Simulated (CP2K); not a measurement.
Band structure of Ba2PdO3 (Immm, 6 atoms in the cell).

```
CELL_PARAMETERS angstrom
      7.25914     0.00000     0.00000
      5.05614     5.20870     0.00000
     -6.09279    -2.75768     2.82280
ATOMIC_POSITIONS crystal
  Ba 0.64529 0.64529 0.00000
  Ba 0.35471 0.35471 0.00000
  Pd 0.00000 0.00000 0.00000
  O  0.84579 0.84579 0.00000
  O  0.15421 0.15421 0.00000
  O  0.50000 0.00000 0.50000
```

Method: PBEsol, GPW, DZVP-MOLOPT-PBE-GTH basis, GTH-PBE potentials (POTENTIAL_UZH) in CP2K.

Settings: CUTOFF = 500 Ry; REL_CUTOFF = 40 Ry; SMEAR/METHOD = FERMI_DIRAC; ELECTRONIC_TEMPERATURE = 1160.45 K; KPOINTS/SCHEME = MONKHORST-PACK 6 6 6; GAMMA_CENTERED = T; XC_FUNCTIONAL = PBE:PBESOL; Ba/BASIS_SET = DZVP-MOLOPT-PBE-GTH-q10; Ba/POTENTIAL = GTH-PBE-q10; Pd/BASIS_SET = DZVP-MOLOPT-PBE-GTH-q18; Pd/POTENTIAL = GTH-PBE-q18; O/BASIS_SET = DZVP-MOLOPT-PBE-GTH-q6; O/POTENTIAL = GTH-PBE-q6; METHOD = GPW.

The starting cell comes from a database of computed structures (which also holds hypothetical and non-ambient phases and stackings), without a prior relaxation at this level. Spin polarisation is off. Values carry the incompleteness of an atom-centred basis. The potentials were made for another functional than the one used.

Levels in eV from the Fermi level, bands 25 to 30:
```csv
point,25,26,27,28,29,30
Γ,-1.69,-1.49,-0.78,-0.57,0.04,2.44
X,-1.83,-1.56,-1.04,-0.89,0.24,3.42
L,-1.12,-0.62,-0.35,0.00,1.34,2.53
T,-1.07,-0.61,-0.31,0.02,1.22,2.56
W,-1.06,-0.68,-0.29,0.01,1.34,2.58
R,-1.65,-1.55,-1.05,-0.93,0.26,3.35
X1,-1.83,-1.56,-1.04,-0.89,0.24,3.42
Z,-1.62,-1.54,-0.60,-0.41,-0.12,2.27
Y,-1.54,-0.70,-0.54,-0.30,2.40,4.21
S,-1.54,-0.71,-0.51,-0.25,2.56,4.40
```

Bands cross the Fermi level along this path, so the cell is metallic at this level.

Higher empty bands are left out: an atom-centred basis made for the valence describes them poorly.
